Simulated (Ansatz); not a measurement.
# A self-consistent single point of Mg₆NbGa (Amm2, 8 atoms in the cell) with Ansatz

Method of the run: LDA (PW92), default PAW files made with PBE (plane waves; Ansatz, a program for electronic structure).

Input:

Ansatz 0.2 input:
```yaml
# Mg6NbGa
crystal:
  lattice:
    - [4.968520, 0.000000, 0.000000]
    - [0.000000, 2.975690, 5.497370]
    - [0.000000, -2.975690, 5.497370]
  atoms:
    - { symbol: Mg, position: [0.500000, 0.670860, 0.172740] }
    - { symbol: Mg, position: [0.500000, 0.172740, 0.670860] }
    - { symbol: Mg, position: [0.000000, 0.840520, 0.324980] }
    - { symbol: Mg, position: [0.000000, 0.324980, 0.840520] }
    - { symbol: Mg, position: [0.000000, 0.324950, 0.324950] }
    - { symbol: Mg, position: [0.000000, 0.824930, 0.824930] }
    - { symbol: Nb, position: [0.500000, 0.173060, 0.173060] }
    - { symbol: Ga, position: [0.500000, 0.667940, 0.667940] }
kpoints:
  mp_grid: { grid: [5, 5, 5] }
hamiltonian:
  xc: lda
  pseudopotentials: { kind: paw }
scf:
  occupations: { method: fermi_dirac, width: 0.1 eV }
output:
  forces: true
  eigenvalues: true
  stress: true
```

The program printed (abridged):

```
WARN basis.ecutwfc = 420 eV, the default
WARN ansatz: RAYON_NUM_THREADS=1 ignored (pool sized by the plan → 1); use --threads N
Pseudopotentials: kind: paw
Pseudopotential: Mg, paw, valence charge 10
Pseudopotential: Nb, paw, valence charge 13
Pseudopotential: Ga, paw, valence charge 13
Crystal: 8 atoms, lattice volume = 162.555 Å³
Basis set: ecut = 420 eV, 3187 PW (Γ)
Bands: 52, of which v1, the nominal top of the filled ones, is band 43 counted from 1 (42 counted from 0)
Symmetry: 4 space group operations
Space group: Amm2 (ITA 38), of the structure as read, at distance tolerance 5.5e-5 Å
k-points: 27 of 125 (time reversal used)
PAW frozen core: Mg, regenerated for the run's functional, and the local potential with it
PAW frozen core: Nb, regenerated for the run's functional, and the local potential with it
PAW frozen core: Ga, regenerated for the run's functional, and the local potential with it
Initial density: superposition of atomic densities (neutral atoms: chi_scale 0, normalization atom), corrected by the library's trained network
Initial wavefunctions: pseudopotential atomic-orbital guess
Eigensolver: davidson
Functional: x = slater, c = lda
SCF iter   1: F=—  HF=-19558.474879 eV  |F-HF|=—  |Δ(HF+E_count)|=         —  Δρ=7.82e-3  dr2=7.18e-2  ethr=1.77e-3  ⟨swp⟩=7.4  Hψ=5330  notcnv=0
all-band conjugate gradients solve this SCF's bands
preconditioner: auto → Kerker (q_TF=auto, 2.454 Å⁻¹)
SCF iter   2: F=—  HF=-19558.442206 eV  |F-HF|=—  |Δ(HF+E_count)|=   3.27e-2  Δρ=3.45e-3  dr2=2.20e-2  ethr=8.35e-5  ⟨swp⟩=2.0  Hψ=2175  notcnv=0
SCF iter   3: F=—  HF=-19558.437232 eV  |F-HF|=—  |Δ(HF+E_count)|=   4.97e-3  Δρ=7.80e-4  dr2=2.51e-3  ethr=2.56e-5  ⟨swp⟩=3.0  Hψ=2676  notcnv=0
SCF iter   4: F=—  HF=-19558.436722 eV  |F-HF|=—  |Δ(HF+E_count)|=   5.10e-4  Δρ=1.88e-4  dr2=1.39e-4  ethr=2.92e-6  ⟨swp⟩=2.0  Hψ=1779  notcnv=0
SCF iter   5: F=—  HF=-19558.436701 eV  |F-HF|=—  |Δ(HF+E_count)|=   2.10e-5  Δρ=1.30e-4  dr2=2.16e-5  ethr=1.61e-7  ⟨swp⟩=2.0  Hψ=1855  notcnv=0
SCF iter   6: F=—  HF=-19558.436691 eV  |F-HF|=—  |Δ(HF+E_count)|=   1.04e-5  Δρ=3.14e-5  dr2=2.28e-6  ethr=2.51e-8  ⟨swp⟩=2.0  Hψ=1842  notcnv=0
SCF iter   7: F=—  HF=-19558.436690 eV  |F-HF|=—  |Δ(HF+E_count)|=   4.63e-7  Δρ=8.70e-6  dr2=1.83e-7  ethr=2.65e-9  ⟨swp⟩=2.0  Hψ=1817  notcnv=0
SCF iter   8: F=-19558.436690 eV  HF=-19558.436690 eV  |F-HF|=7.78e-9  |Δ(HF+E_count)|=   4.91e-8  Δρ=2.69e-6  dr2=1.57e-8  ethr=1.16e-10  ⟨swp⟩=5.3  Hψ=4945  notcnv=0
SCF 1 converged in 8 iterations: F = -19558.436690 eV  dr2 = 1.57e-8
SCF converged after 8 iterations
Free energy (F): -19558.436690 eV
Harris-Foulkes:  -19558.436690 eV  (|F-HF|=7.78e-9)
Internal energy: -19558.280647 eV  (E = F + TS)
E sigma→0 (E₀):  -19558.358668 eV
Entropy (-TS):   -0.156043 eV (-19.505 meV/atom)
Fermi energy:    7.728373 eV
--- Per-component energies (eV) ---
  E_band       = -2258.630106
  E_kinetic    = 960.538903
  E_local      = -12156.834076  (includes V_loc(G=0)·N_el)
  E_nonlocal   = 1129.791762
  E_hartree    = 4495.178000
  E_xc         = -412.265510
  E_vxc        = -490.909098  (∫ρ·V_xc dr)
  E_paw        = -6502.716046  (= ΣΔE_a)
  E_vpaw       = -691.575944  (= ΣTr[D̂ρ^β])
  E_aug_tail   = -0.000116  (compensation charges beyond the density's cutoff)
  E_ewald      = -7075.030615
  E_core_change = 3.057050  (= ΣΔE_core)
  E_smearing   = -0.156043  (= −TS)
  E_closure    = -0.000000  (closes the sum)
  Σ components = -19558.436690   (vs F -19558.436690, Δ=0.00e0)
--- Forces (eV/Å), atoms counted from 1 ---
  atom   1  Mg     0.00000000    -0.00947382    -0.00045488
  atom   2  Mg     0.00000000     0.00947382    -0.00045488
  atom   3  Mg    -0.00000000     0.03003045     0.04364051
  atom   4  Mg     0.00000000    -0.03003045     0.04364051
  atom   5  Mg    -0.00000000     0.00000000    -0.05872273
  atom   6  Mg     0.00000000    -0.00000000    -0.09373102
  atom   7  Nb    -0.00000000     0.00000000     0.03951762
  atom   8  Ga     0.00000000    -0.00000000     0.02657523
  max |Σ_I F_I| component: 1.04e-5 eV/Å
--- Stress (GPa, compression-positive) ---
       -3.358505       0.000000       0.000000
        0.000000      -3.466193      -0.000000
        0.000000      -0.000000      -3.626300
  P = ⅓ Tr σ = -3.4837 GPa (-34.837 kbar)
  The stress holds the Pulay correction. Without it, at fixed plane waves, as pw.x and ABINIT print it: P = -3.4912 GPa
--- Band table (eV; the first three rows and the last of 27) ---
  k-point 0: bands = ["-67.7785", "-67.2370", "-67.2339", "-67.2080", "-67.2052", "-67.0274", "-46.9852", "-35.2104", "-35.2076", "-35.2037", "-34.6979", "-34.6788", "-34.6779", "-34.6731", "-34.6600", "-34.6557", "-34.6510", "-34.6469", "-34.6382", [...]
  k-point 1: bands = ["-67.7785", "-67.2367", "-67.2342", "-67.2077", "-67.2054", "-67.0274", "-46.9852", "-35.2102", "-35.2075", "-35.2037", "-34.6952", "-34.6796", "-34.6757", "-34.6712", "-34.6596", "-34.6561", "-34.6539", "-34.6494", "-34.6379", [...]
  k-point 2: bands = ["-67.7785", "-67.2362", "-67.2347", "-67.2070", "-67.2061", "-67.0274", "-46.9852", "-35.2099", "-35.2074", "-35.2037", "-34.6896", "-34.6817", "-34.6711", "-34.6653", "-34.6602", "-34.6585", "-34.6572", "-34.6559", "-34.6371", [...]
  k-point 26: bands = ["-67.7785", "-67.2367", "-67.2341", "-67.2077", "-67.2054", "-67.0274", "-46.9852", "-35.2102", "-35.2073", "-35.2037", "-34.6957", "-34.6807", "-34.6750", "-34.6735", "-34.6550", "-34.6529", "-34.6520", "-34.6485", [...]
```

The run converged in 8 iterations.

The starting cell comes from a database of computed structures (which also holds hypothetical and non-ambient phases and stackings), without a prior relaxation at this level. Spin polarisation is off. With a pressure of about -3 GPa the cell is away from its equilibrium volume at this level. Ansatz's pressure includes its estimate of the finite-basis (Pulay) stress.
